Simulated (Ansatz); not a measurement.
Reference: ScZn (Pm-3m), PBEsol, DFPT electron-phonon coupling, linearised Boltzmann equation (plane waves, PAW, scalar-relativistic; Ansatz, an electronic-structure program); geometry: relaxed with this functional, without spin-orbit coupling.

```
CELL_PARAMETERS angstrom
      3.30168     0.00000     0.00000
      0.00000     3.30168     0.00000
      0.00000     0.00000     3.30168
ATOMIC_POSITIONS crystal
  Sc 0.00000 0.00000 0.00000
  Zn 0.50000 0.50000 0.50000
```

- resistivity at 300 K = 26 μΩ·cm

Problem. Swap Zn for Cd, keeping the structure type. How do these values move?

Solution. ScCd (Pm-3m): volume per atom 18.0 to 21.2 Å³; resistivity at 300 K stays about the same (26 μΩ·cm to 23 μΩ·cm).

Problem. Replace Sc by Y on the same sites and relax. What happens?

Solution. YZn (Pm-3m): volume per atom 18.0 to 21.8 Å³; resistivity at 300 K rises (26 μΩ·cm to 67 μΩ·cm).

Problem. Swap Sc for Lu, keeping the structure type. How do these values move?

Solution. LuZn (Pm-3m): volume per atom 18.0 to 20.2 Å³; resistivity at 300 K rises (26 μΩ·cm to 30 μΩ·cm).

Moves up to 13 % count as about the same. Metals; harmonic phonons alone scatter; means over directions. Halving the electron mesh moves these values by up to 9 %; q meshes are mostly untested. Spin-orbit coupling is left out.

Formula and space group known from diffraction (Crystallography Open Database), not checked to be the room-temperature form: LuZn (Pm-3m), ScZn (Pm-3m), YZn (Pm-3m). Computed structure with no diffraction record at hand here (it may be known, metastable or hypothetical): ScCd (Pm-3m). The missing spin-orbit coupling matters most for LuZn (Pm-3m).
